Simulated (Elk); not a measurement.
Input and output of a self-consistent single point for Sb (P6_3/mmc, 2 atoms in the cell) (Elk).

Computed with LDA (PW92), all-electron FP-LAPW, Elk's shipped species files, LAPW+lo basis run with Elk.

```yaml
crystal:
  lattice:
    - [3.35453, 0.00000, 0.00000]
    - [-1.67727, 2.90511, 0.00000]
    - [0.00000, 0.00000, 5.47016]
  atoms:
    - { symbol: Sb, position: [0.33333, 0.66667, 0.25000] }
    - { symbol: Sb, position: [0.66667, 0.33333, 0.75000] }
```

Reference input (self-consistent single point, DFT, PBEsol, all-electron FP-LAPW, Elk's shipped species files, LAPW+lo basis): xctype = 22; rgkmax = 8; stype = 1; swidth = 0.00999582 Ha; ngridk = 8 8 4; gmaxvr = 16 1/bohr; nxoapwlo = 1. This run's input differs from it in these lines:

```diff
@@ -4,3 +4,3 @@
 xctype
-  22
+  3
```

The program printed (abridged):

```
│ Self-consistent loop started │
│ Loop number : 1 │
 total energy                :     -12966.1171587
│ Loop number : 2 │
 total energy                :     -12966.0663877
RMS change in Kohn-Sham potential (target) :   0.7268254609E-01 (  0.1000000000E-05)
Absolute change in total energy (target)   :   0.5077097062E-01 (  0.1000000000E-03)
│ Loop number : 3 │
 total energy                :     -12965.7583339
RMS change in Kohn-Sham potential (target) :   0.7033919991E-01 (  0.1000000000E-05)
Absolute change in total energy (target)   :   0.3207466203     (  0.1000000000E-03)
│ Loop number : 4 │
   [... lines left out ...]
Absolute change in total energy (target)   :   0.8701405695E-03 (  0.1000000000E-03)
│ Loop number : 13 │
 total energy                :     -12956.3323829
RMS change in Kohn-Sham potential (target) :   0.1133797781E-07 (  0.1000000000E-05)
Absolute change in total energy (target)   :   0.2158472344E-03 (  0.1000000000E-03)
│ Loop number : 14 │
 total energy                :     -12956.3323830
RMS change in Kohn-Sham potential (target) :   0.5702833144E-08 (  0.1000000000E-05)
Absolute change in total energy (target)   :   0.5381328265E-04 (  0.1000000000E-03)
Convergence targets achieved

│ Loop number : 15 │

Energies :
 Fermi                       :     0.283971332746
 total energy                :     -12956.3323830

Density of states at Fermi energy :    49.54695159
 (states/Hartree/unit cell)

Estimated indirect band gap :   0.3631656487E-02
 from k-point     19 to k-point     17
Estimated direct band gap   :   0.1679908829E-01
 at k-point      5

Charges :
 core                        :    72.00000000
 valence                     :    30.00000000
 interstitial                :    4.197148628
 muffin-tins (core leakage)
  species :    1 (Sb)
   atom    1                 :    48.90142569     (  0.7947607126E-03)
   atom    2                 :    48.90142569     (  0.7947607126E-03)
 total in muffin-tins        :    97.80285137
 total calculated charge     :    101.9948634
 total charge                :    102.0000000
 error                       :   0.5136567936E-02

│ Self-consistent loop stopped │
```

The run converged in 15 iterations. The count includes the last loop, which Elk runs after its targets are met. 

The starting cell comes from a database of computed structures (which also holds hypothetical and non-ambient phases and stackings), without a prior relaxation at this level. Spin-orbit coupling is off. Values depend on the basis (sphere radii, cutoffs, local orbitals), which need not be converged. The log's line on a gap gives a spacing of levels on this mesh, which the program prints for metals too.
